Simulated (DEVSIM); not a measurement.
Structure: Al/SiO2/n-Si capacitor, at 300 K.

```csv
layer (left to right),material,thickness (nm),Nd (cm⁻³)
1,SiO2,3.20,-
2,Si,2400,2.8e16
```

Metal gate on the left, work function 4.1 eV. Fixed charge at the semiconductor interface 0 cm⁻² (in units of +e); no interface traps.

This is a model device: material constants are rounded textbook-type values typed into the input, and sizes, dopings and lifetimes were drawn at random. Values at 300 K.

```tsv
parameter	SiO2	Si
gap (eV)	9	1.124
affinity (eV)	0.9	4.05
permittivity	3.9	11.7
Nc (cm⁻³)	-	2.86e19
Nv (cm⁻³)	-	3.1e19
```

DEVSIM, 1D Poisson equation in equilibrium, Boltzmann statistics, complete ionisation; no quantum confinement or tunnelling. Metal contacts follow the ideal Schottky-Mott rule: no Fermi-level pinning, no interface dipoles.

Q: Tabulate band edges, carrier densities and field at -0.7 V on the gate.

A: Energies count from the Fermi level of the right contact; mesh points crowd at the junctions.

| x (μm) | Ec (eV) | Ev (eV) | n (cm⁻³) | p (cm⁻³) | field (V/cm) |
|---|---|---|---|---|---|
| 0.000 | 3.900 | -5.100 | < 1e2 | < 1e2 | -190000 |
| 0.0009165 | 3.882 | -5.118 | < 1e2 | < 1e2 | -190000 |
| 0.001964 | 3.862 | -5.138 | < 1e2 | < 1e2 | -190000 |
| 0.002933 | 3.843 | -5.157 | < 1e2 | < 1e2 | -190000 |
| 0.004325 | 0.681 | -0.443 | 1.0e8 | 1.1e12 | -64000 |
| 0.006694 | 0.666 | -0.458 | 1.9e8 | 6.2e11 | -63000 |
| 0.01152 | 0.636 | -0.488 | 6.0e8 | 1.9e11 | -61000 |
| 0.02651 | 0.549 | -0.575 | 1.7e10 | 6.8e9 | -55000 |
| 0.05188 | 0.424 | -0.700 | 2.1e12 | 5.5e7 | -44000 |
| 0.1035 | 0.257 | -0.867 | 1.4e15 | 84000 | -21000 |
| 0.2087 | 0.181 | -0.943 | 2.6e16 | 4400 | -700 |
| 0.5178 | 0.179 | -0.945 | 2.8e16 | 4200 | ≈ 0 |
| 1.052 | 0.179 | -0.945 | 2.8e16 | 4200 | ≈ 0 |
| 1.729 | 0.179 | -0.945 | 2.8e16 | 4200 | ≈ 0 |
| 2.143 | 0.179 | -0.945 | 2.8e16 | 4200 | ≈ 0 |
| 2.276 | 0.179 | -0.945 | 2.8e16 | 4200 | ≈ 0 |
| 2.341 | 0.179 | -0.945 | 2.8e16 | 4200 | ≈ 0 |
| 2.373 | 0.179 | -0.945 | 2.8e16 | 4200 | ≈ 0 |
| 2.392 | 0.179 | -0.945 | 2.8e16 | 4200 | ≈ 0 |
| 2.398 | 0.179 | -0.945 | 2.8e16 | 4200 | ≈ 0 |
| 2.401 | 0.179 | -0.945 | 2.8e16 | 4200 | ≈ 0 |
| 2.403 | 0.179 | -0.945 | 2.8e16 | 4200 | ≈ 0 |
